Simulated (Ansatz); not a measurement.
Input and output of a self-consistent single point for Mg3Cu (Pmm2, 4 atoms in the cell) (Ansatz, an electronic-structure program).

Computed with LDA (PW92), harder PAW files (source: ansatz) made with PBE (plane waves; Ansatz).

The change in words: lattice scaled by 0.97; basis.ecutwfc: 700 eV → 420 eV. Reference geometry:
```
CELL_PARAMETERS angstrom
      3.05637     0.00000     0.00000
      0.00000     4.75841     0.00000
      0.00000     0.00000     5.18665
ATOMIC_POSITIONS crystal
  Mg 0.00000 0.00000 0.66832
  Mg 0.00000 0.50000 0.32282
  Mg 0.50000 0.50000 0.84372
  Cu 0.50000 0.00000 0.16514
```

Reference input (self-consistent single point, DFT, LDA (PW92), plane waves, harder PAW files (source: ansatz) made with PBE): basis.ecutwfc = 700 eV; kpoints.mp_grid.grid = 11 7 7; hamiltonian.xc = lda; hamiltonian.pseudopotentials = {kind: paw, source: ansatz}; scf.occupations.method = cold; scf.occupations.width = 0.1 eV. This run's input differs from it in these lines:

Ansatz 0.2 input:
```diff
@@ -3,12 +3,12 @@
   lattice:
-    - [3.056370, 0.000000, 0.000000]
-    - [0.000000, 4.758410, 0.000000]
-    - [0.000000, 0.000000, 5.186650]
+    - [2.964679, 0.000000, 0.000000]
+    - [0.000000, 4.615658, 0.000000]
+    - [0.000000, 0.000000, 5.031050]
   atoms:
-    - { symbol: Mg, position_ang: [0.000000, 0.000000, 3.466342] }
-    - { symbol: Mg, position_ang: [0.000000, 2.379205, 1.674354] }
-    - { symbol: Mg, position_ang: [1.528185, 2.379205, 4.376080] }
-    - { symbol: Cu, position_ang: [1.528185, 0.000000, 0.856523] }
+    - { symbol: Mg, position_ang: [0.000000, 0.000000, 3.362351] }
+    - { symbol: Mg, position_ang: [0.000000, 2.307829, 1.624124] }
+    - { symbol: Mg, position_ang: [1.482339, 2.307829, 4.244798] }
+    - { symbol: Cu, position_ang: [1.482339, 0.000000, 0.830828] }
 basis:
-  ecutwfc: 700.0
+  ecutwfc: 420.0
 kpoints:
```

The program printed (abridged):

```
SCF iter   1: F=—  HF=-12270.720333 eV  |F-HF|=—  |Δ(HF+E_count)|=         —  Δρ=5.66e-1  dr2=2.40e2  ethr=3.10e-3  ⟨swp⟩=6.3  Hψ=11443  notcnv=0
all-band conjugate gradients solve this SCF's bands
preconditioner: auto → Kerker (q_TF=auto, 2.578 Å⁻¹)
SCF iter   2: F=—  HF=-12260.247519 eV  |F-HF|=—  |Δ(HF+E_count)|=    1.05e1  S|Δr|=    0.00e0  Δρ=2.24e-1  dr2=3.90e1  ethr=3.10e-3  ⟨swp⟩=2.1  Hψ=6496  notcnv=0  defer=50
   [... lines left out ...]
SCF iter   8: F=—  HF=-12257.541832 eV  |F-HF|=—  |Δ(HF+E_count)|=   1.79e-6  S|Δr|=    0.00e0  Δρ=1.53e-4  dr2=2.10e-5  ethr=1.18e-7  ⟨swp⟩=2.0  Hψ=4726  notcnv=0  defer=102
SCF iter   9: F=—  HF=-12257.541826 eV  |F-HF|=—  |Δ(HF+E_count)|=   5.56e-6  S|Δr|=    0.00e0  Δρ=1.81e-5  dr2=3.84e-7  ethr=4.28e-8  ⟨swp⟩=2.2  Hψ=3531  notcnv=0  defer=102
SCF iter  10: F=-12257.541826 eV  HF=-12257.541826 eV  |F-HF|=1.59e-8  |Δ(HF+E_count)|=   1.20e-7  S|Δr|=    0.00e0  Δρ=4.46e-6  dr2=2.24e-8  ethr=2.04e-10  ⟨swp⟩=9.3  Hψ=12763  notcnv=0
SCF 1 converged in 10 iterations: F = -12257.541826 eV  dr2 = 2.24e-8
Stability not checked (fill_not_monotonic)
Free energy (F): -12257.541826 eV
Internal energy: -12257.541486 eV  (E = F + TS)
E sigma→0 (E₀):  -12257.541713 eV
Entropy (-TS):   -0.000340 eV (-0.085 meV/atom)
Fermi energy:    8.537332 eV
--- Forces (eV/Å), atoms counted from 1 ---
  atom   1  Mg     0.00000000     0.00000000     0.01392637
  atom   2  Mg    -0.00000000     0.00000000    -0.08867239
  atom   3  Mg     0.00000000     0.00000000     0.07875274
  atom   4  Cu     0.00000000     0.00000000    -0.00403703
--- Stress (GPa, compression-positive) ---
        2.376732       0.000000       0.000000
        0.000000       1.405808       0.000000
        0.000000       0.000000       0.411866
  P = ⅓ Tr σ = 1.3981 GPa (13.981 kbar)
  The stress holds the Pulay correction. Without it, at fixed plane waves, as pw.x and ABINIT print it: P = -45.1708 GPa
```

The run converged in 10 iterations. Against the reference run the free energy rises by 673 meV/atom, the pressure goes from -3.38 to 1.40 GPa and the largest force goes from 0.112 to 0.089 eV/Å.

The starting cell comes from a database of computed structures (which also holds hypothetical and non-ambient phases and stackings), without a prior relaxation at this level. For this run, on top of that: lattice scaled by 0.97. Spin polarisation is off. Ansatz's pressure includes its estimate of the finite-basis (Pulay) stress. Without the estimate this run gives -45.17 GPa. The cutoff lies below the one recommended for these files.
